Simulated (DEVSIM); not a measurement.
System: Pt/AlN/n-Ge capacitor, at 300 K.

```csv
layer (left to right),material,thickness (nm),Nd (cm⁻³)
1,AlN,10.0,-
2,Ge,1200,2.5e17
```

Metal gate on the left, work function 5.6 eV. Fixed charge at the semiconductor interface -1.1e10 cm⁻² (in units of +e); no interface traps.

Constants are typed, rounded textbook-type inputs, not results; the design itself was drawn at random and stands for no fabricated device. Values at 300 K.

```csv
parameter,AlN,Ge
gap (eV),6.1,0.664
affinity (eV),1.9,4
permittivity,8.5,16
Nc (cm⁻³),-,1.04e19
Nv (cm⁻³),-,6e18
```

Simulated with DEVSIM: 1D Poisson equation in equilibrium, Boltzmann statistics, complete ionisation; no quantum confinement or tunnelling. Metal contacts follow the ideal Schottky-Mott rule: no Fermi-level pinning, no interface dipoles.

The gate work function was swept, all else fixed.

```tsv
gate work function (eV)	threshold voltage (band bending 2φF) (V)	flat-band voltage (V)
5.3	0.41	1.21
5.45	0.56	1.36
5.6	0.71	1.51
5.75	0.86	1.66
5.9	1.01	1.81
```

From the first row to the last the threshold voltage (band bending 2φF) goes from 0.41 to 1.01. From the first row to the last the flat-band voltage goes from 1.21 to 1.81.
